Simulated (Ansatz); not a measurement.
The starting structures come from a database of crystals and need not be the phases stable at ambient conditions.

**Evanescent states of Tl2CdSnTe4 (I-42m, not sure to be the ambient phase, 8 atoms a cell, 34.5 Å³ an atom) along the normal of (101)**

Computed with r2SCAN (plane waves, PAW; Ansatz, an electronic-structure program).

The gap is the functional's own, uncorrected, and κ follows it; spin-orbit coupling is left out. Mid-gap values are interpolated between the computed energies.

Energies count from the valence-band top; κ is the least over a 6×6 mesh across the current.

| E (eV) | κ (1/Å) | where |
|---|---|---|
| 0.03 | 0.068 | off Γ |
| 0.09 | 0.116 | off Γ |
| 0.15 | 0.135 | off Γ |
| 0.21 | ? | off Γ |
| 0.27 | ? | off Γ |
| 0.33 | ? | off Γ |
| 0.39 | ? | off Γ |
| 0.45 | ? | off Γ |
| 0.51 | ? | off Γ |
| 0.57 | 0.085 | off Γ |
| 0.63 | 0.068 | off Γ |
| 0.69 | 0.041 | off Γ |

Q: Complete the blanks.

A: 
- 0.21, κ (1/Å): 0.131
- 0.27, κ (1/Å): 0.127
- 0.33, κ (1/Å): 0.122
- 0.39, κ (1/Å): 0.115
- 0.45, κ (1/Å): 0.107
- 0.51, κ (1/Å): 0.097
